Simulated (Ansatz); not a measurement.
The parent structure is CdS in the wurtzite structure (space group P6_3mc, No. 186).

```
CdS
1.0
    4.19618     0.00000     0.00000
   -2.09809     3.63400     0.00000
    0.00000     0.00000     6.82953
Cd S
2 2
Direct
  0.33333   0.66667   0.99917
  0.66667   0.33333   0.49917
  0.33333   0.66667   0.37563
  0.66667   0.33333   0.87563
```

Cartesian axes are those of the cell as printed.

The values are results of Ansatz (a program for electronic structure), PBE, PAW, cutoff 420 eV, no spin-orbit coupling, not measurements.

It is then changed as follows: the cell is scaled by 1.0137 in all directions, atoms relaxed at fixed cell.

**Question.** Predict the stress tensor and what it implies for the stiffness.

**Answer.** Stress of the strained cell less that of the base (GPa, compression positive):
```
  -1.98    0.00    0.00
   0.00   -1.98    0.00
   0.00    0.00   -1.98
```

Then B = −ΔP/(ΔV/V₀) with ΔV/V₀ = 0.0417 gives secant stiffness values (nonlinear terms included at this strain): B (at held cell shape, above the free-shape value) ≈ 48 GPa.

As a check, the harmonic strain energy −½ V₀ Δσ:ε is 6.6 meV/atom; the computed energy rise is 7.0 meV/atom.

Stability against distortions was not tested.
